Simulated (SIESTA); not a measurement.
A self-consistent single point of PNO (P1, 6 atoms in the cell) with SIESTA.

Level of theory: LDA PW92, numerical atomic orbitals DZP, PseudoDojo LDA standard norm-conserving potentials (rewritten from UPF to PSML) in SIESTA 5.4.2.

The change in words: atoms moved at random. Reference geometry:
```yaml
crystal:
  lattice:
    - [-2.22378, 2.38856, 3.50218]
    - [2.22378, -2.38856, 3.50218]
    - [2.22378, 2.38856, -3.50218]
  atoms:
    - { symbol: P, position: [0.61083, 0.86083, 0.75000] }
    - { symbol: P, position: [0.88917, 0.63917, 0.25000] }
    - { symbol: N, position: [0.75000, 0.89204, 0.14204] }
    - { symbol: N, position: [0.25000, 0.60796, 0.35796] }
    - { symbol: O, position: [0.87288, 0.75000, 0.62288] }
    - { symbol: O, position: [0.62712, 0.25000, 0.87712] }
```

Reference input (self-consistent single point, DFT, LDA PW92, numerical atomic orbitals DZP, PseudoDojo LDA standard norm-conserving potentials (rewritten from UPF to PSML)): XC.functional = LDA; XC.authors = PW92; potentials = PseudoDojo LDA standard; PAO.BasisSize = DZP; PAO.EnergyShift = 0.005 Ry; MeshCutoff = 350 Ry; kgrid.MonkhorstPack = 5 5 5; OccupationFunction = FD; ElectronicTemperature = 10 K; MaxSCFIterations = 150; SCF.Mixer.Method = Pulay; SCF.Mixer.Weight = 0.1. This run's input differs from it in these lines:

```diff
@@ -19,8 +19,8 @@
 %block AtomicCoordinatesAndAtomicSpecies
-     0.610830000    0.860830000    0.750000000  1
-     0.889170000    0.639170000    0.250000000  1
-     0.750000000    0.892040000    0.142040000  2
-     0.250000000    0.607960000    0.357960000  2
-     0.872880000    0.750000000    0.622880000  3
-     0.627120000    0.250000000    0.877120000  3
+     0.618620000    0.862842000    0.755988000  1
+     0.885687000    0.629846000    0.242056000  1
+     0.730546000    0.882115000    0.124926000  2
+     0.254356000    0.625944000    0.361915000  2
+     0.878646000    0.743193000    0.638301000  3
+     0.632145000    0.256060000    0.876813000  3
 %endblock AtomicCoordinatesAndAtomicSpecies
```

The program printed (abridged):

```
        iscf     Eharris(eV)        E_KS(eV)     FreeEng(eV)     dDmax    Ef(eV) dHmax(eV)
   scf:    1    -1796.994291    -1833.684769    -1833.684769  1.544938 -8.988323  8.711693
   scf:    2    -1839.801389    -1836.880537    -1836.880537  0.042625 -3.805334  6.433005
   scf:    3    -1842.638270    -1841.084540    -1841.084540  0.124324 -3.804011  0.487830
   scf:    4    -1841.060235    -1841.093519    -1841.093519  0.015917 -3.799674  0.493503
   scf:    5    -1841.129377    -1841.115288    -1841.115288  0.006412 -3.815379  0.428073
   [... 3 lines left out ...]
   scf:    9    -1841.131293    -1841.131282    -1841.131282  0.000481 -3.918867  0.004978
   scf:   10    -1841.131284    -1841.131283    -1841.131283  0.000078 -3.919529  0.001827
   scf:   11    -1841.131284    -1841.131284    -1841.131284  0.000059 -3.919670  0.001266
   scf:   12    -1841.131284    -1841.131284    -1841.131284  0.000049 -3.919363  0.000776
SCF Convergence by DM+H criterion
max |DM_out - DM_in|         :     0.0000491674
max |H_out - H_in|      (eV) :     0.0007757137
SCF cycle converged after 12 iterations

Using DM_out to compute the final energy and forces

siesta: E_KS(eV) =            -1841.1313

siesta: E_KS - E_eggbox =     -1841.1313

siesta: Atomic forces (eV/Ang):
     1   -0.312179   -1.823030    0.051178
     2    2.432574    0.423347    1.635133
     3    1.351506    2.768358   -1.738861
     4   -0.625969   -0.677285   -0.460329
     5   -1.566475   -0.174988    1.672277
     6   -1.281838   -0.514251   -1.159260
   Tot   -0.002379    0.002150    0.000138
   Max    2.768358
   Res    1.380473    sqrt( Sum f_i^2 / 3N )
   Max    2.768358    constrained

   [... lines left out ...]
siesta: FreeEng =     -1841.131284
   [... lines left out ...]
siesta:    -0.026260   -0.023885   -0.011661
siesta:    -0.023885   -0.014020   -0.013144
siesta:    -0.011661   -0.013147   -0.023519

siesta: Cell volume =         74.409594 Ang**3

siesta: Pressure (static):
siesta:                Solid            Molecule  Units
siesta:           0.00023162          0.00045827  Ry/Bohr**3
siesta:           0.02126636          0.04207614  eV/Ang**3
siesta:          34.07246685         67.41340917  kBar
```

The run converged in 12 iterations. Against the reference run the free energy rises by 40.5 meV/atom, the pressure goes from 2.44 to 3.41 GPa, the largest force goes from 0.525 to 3.538 eV/Å and the gap on the mesh goes from 4.991 to 4.832 eV.

The starting cell comes from a database of computed structures (which also holds hypothetical and non-ambient phases and stackings), without a prior relaxation at this level. For this run, on top of that: atoms moved at random. Values carry the incompleteness of an atom-centred basis. With a pressure of about 3 GPa the cell is away from its equilibrium volume at this level. Forces in this geometry exceed 1 eV/Å.

Cost on one core of a shared machine: roughly 30 s.
